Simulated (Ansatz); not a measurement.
Ansatz (a first-principles code) run on SnTe2 (Ibam, 6 atoms in the cell): self-consistent single point.

Level of theory: PBE (plane waves, PAW; Ansatz).

```xyz
6
Lattice="-3.6020 6.1485 3.5590 3.6020 -6.1485 3.5590 3.6020 6.1485 -3.5590" Properties=species:S:1:pos:R:3 pbc="T T T"
Te     2.0978     4.6950     3.5590
Te     1.5042    -1.4535     3.5590
Te     2.0978     7.6020     0.0000
Te     1.5042     1.4535     0.0000
Sn     0.0000     0.0000     5.3385
Sn     0.0000     0.0000     1.7795
```

Reference input (self-consistent single point, DFT, PBE, plane waves, default PAW files): basis.ecutwfc = 420 eV; kpoints.mp_grid.grid = 4 4 4; hamiltonian.xc = pbe; hamiltonian.pseudopotentials = {kind: paw} (the program's default PAW files); scf.occupations.method = cold; scf.occupations.width = 0.1 eV. This run's input differs from it in these lines:

Ansatz 0.2 input:
```diff
@@ -15,3 +15,3 @@
 kpoints:
-  mp_grid: { grid: [4, 4, 4] }
+  mp_grid: { grid: [5, 5, 5] }
 hamiltonian:
```

Log, with long lists cut:

```
SCF iter   1: F=—  HF=-39968.566903 eV  |F-HF|=—  |Δ(HF+E_count)|=         —  Δρ=1.26e-3  dr2=7.71e-3  ethr=1.77e-3  ⟨swp⟩=8.3  Hψ=6431  notcnv=0
all-band conjugate gradients solve this SCF's bands
preconditioner: auto → Resta (q_TF=auto, 2.222 Å⁻¹)
SCF iter   2: F=—  HF=-39968.565118 eV  |F-HF|=—  |Δ(HF+E_count)|=   1.79e-3  S|Δr|=    0.00e0  Δρ=7.34e-4  dr2=2.67e-3  ethr=8.39e-6  ⟨swp⟩=2.2  Hψ=3003  notcnv=0  defer=1
   [... lines left out ...]
SCF iter   5: F=—  HF=-39968.565233 eV  |F-HF|=—  |Δ(HF+E_count)|=   3.16e-7  S|Δr|=    0.00e0  Δρ=3.76e-5  dr2=5.95e-6  ethr=5.32e-8  ⟨swp⟩=3.0  Hψ=2691  notcnv=0  defer=1
SCF iter   6: F=—  HF=-39968.565235 eV  |F-HF|=—  |Δ(HF+E_count)|=   2.08e-6  S|Δr|=    0.00e0  Δρ=7.67e-6  dr2=3.32e-7  ethr=6.47e-9  ⟨swp⟩=3.0  Hψ=2691  notcnv=0  defer=1
SCF iter   7: F=-39968.565236 eV  HF=-39968.565236 eV  |F-HF|=3.38e-8  |Δ(HF+E_count)|=   1.93e-7  S|Δr|=    0.00e0  Δρ=2.19e-6  dr2=2.84e-8  ethr=1.09e-10  ⟨swp⟩=11.5  Hψ=7061  notcnv=0
SCF 1 converged in 7 iterations: F = -39968.565236 eV  dr2 = 2.84e-8
Stability not checked (fill_not_monotonic)
Free energy (F): -39968.565236 eV
Internal energy: -39968.565236 eV  (E = F + TS)
E sigma→0 (E₀):  -39968.565236 eV
Fermi energy:    3.523472 eV
--- Forces (eV/Å), atoms counted from 1 ---
  atom   1  Te    -0.40412920    -0.41926463     0.00000000
  atom   2  Te     0.40412920    -0.41926463     0.00000000
  atom   3  Te    -0.40412920     0.41926463     0.00000000
  atom   4  Te     0.40412920     0.41926463     0.00000000
  atom   5  Sn    -0.00000000     0.00000000     0.00000000
  atom   6  Sn     0.00000000     0.00000000     0.00000000
--- Stress (GPa, compression-positive) ---
        1.168699       0.000000       0.000000
        0.000000       1.058531       0.000000
        0.000000       0.000000       1.819915
  P = ⅓ Tr σ = 1.3490 GPa (13.490 kbar)
  The stress holds the Pulay correction. Without it, at fixed plane waves, as pw.x and ABINIT print it: P = 1.3297 GPa
```

The run converged in 7 iterations. Against the reference run the free energy hardly moves (within 1 meV/atom), the pressure stays at 1.35 GPa, the largest force stays at 0.582 eV/Å and the gap on the mesh goes from 1.009 to 1.074 eV.

The starting cell was generated: these elements placed on a structure prototype, without a prior relaxation; it need not be a known phase or ordering of this composition. Spin-orbit coupling is off. Ansatz's pressure includes its estimate of the finite-basis (Pulay) stress. Another mesh or the band path of this cell gives a smaller gap, so this value is not converged in the mesh.
